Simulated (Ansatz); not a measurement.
# Response to strain in HfO2

Take HfO2 in the fluorite structure (space group Fm-3m, No. 225; a = 5.044 Å) as the base. Axes: x, y, z lie along the cube axes.

Strains are applied to the cell and any free atomic positions relax.

All numbers come from PBEsol (Ansatz, a program for electronic structure; PAW; 420 eV plane waves; no spin-orbit coupling).

Notes on the quantities. pressure: mean of the normal stresses, compression positive; energy relative to the base: free energy F.

```csv
change,pressure,energy relative to the base,shortest interatomic distance
base,0.00 GPa,0 meV/atom,2.184 Å
tensor shear ε_xy = +1.43 %,0.11 GPa,+1.9 meV/atom,2.170 Å
tensor shear ε_xy = +1.14 %,0.07 GPa,…,2.173 Å
tensor shear ε_xy = +0.86 %,0.04 GPa,+0.7 meV/atom,2.175 Å
tensor shear ε_xy = +1.71 %,…,+2.8 meV/atom,2.167 Å
tensor shear ε_xy = +0.57 %,0.02 GPa,+0.3 meV/atom,2.178 Å
tensor shear ε_xy = +2.00 %,0.21 GPa,+3.8 meV/atom,2.164 Å
tensor shear ε_xy = +0.29 %,0.01 GPa,+0.1 meV/atom,2.181 Å
```

Some entries are withheld; estimate them.


- tensor shear ε_xy = +1.14 %, energy relative to the base: +1.2 meV/atom
- tensor shear ε_xy = +1.71 %, pressure: 0.16 GPa

Stability against distortions was not tested. This is not the structure that HfO2 has at room temperature and ambient pressure.
